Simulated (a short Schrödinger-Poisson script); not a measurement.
Structure: MOS inversion layer, Si3N4 on p-type Si(100), at 300 K.

```tsv
layer	material	thickness (nm)	Na (cm⁻³)
1	Si3N4	4.7	-
2	Si	430	1e18
```

Constants are typed, rounded textbook-type inputs, not results; the design itself was drawn at random and stands for no fabricated device. Si3N4: permittivity 7.5, conduction-band edge (eV) 1.95, gap (eV) 5.1, electron mass (mₑ) 0.5. Si: permittivity 11.7, conduction-band edge (eV) 0, gap (eV) 1.124, Nv at 300 K (cm⁻³) 3.1e19.

Channel valleys (confinement mass, in-plane density-of-states mass, number): Δ2 0.916, 0.19, 2; Δ4 0.19, 0.417, 4. At the gate the conduction-band edge of layer 1 lies 2.55 eV − eVg above the Fermi level of the channel; the field vanishes at the back. Gaps are held at their typed values at every temperature. Mesh 0.03 nm at interfaces.

From a short Schrödinger-Poisson script (our own, NumPy): 1D Poisson equation in equilibrium, electrons quantum, Hartree (BenDaniel-Duke, 12 states a valley, the channel's in-plane mass for all, wave functions free to enter the dielectric), parabolic valleys, classical holes, full ionisation, no traps, pinning or gate leakage.

At Vg = 2.6 V the centroid of the electrons lies 1.15 nm from the interface.

Task: Estimate the gate capacitance as the dielectric in series with that distance, and compare.

Result: The dielectric alone has 1.41 μF/cm²; in series with 1.15 nm of the channel's permittivity, 1.22 μF/cm²; the run gives 1.26 μF/cm². The estimate leaves out the density-of-states capacitance and the centroid's move with voltage.
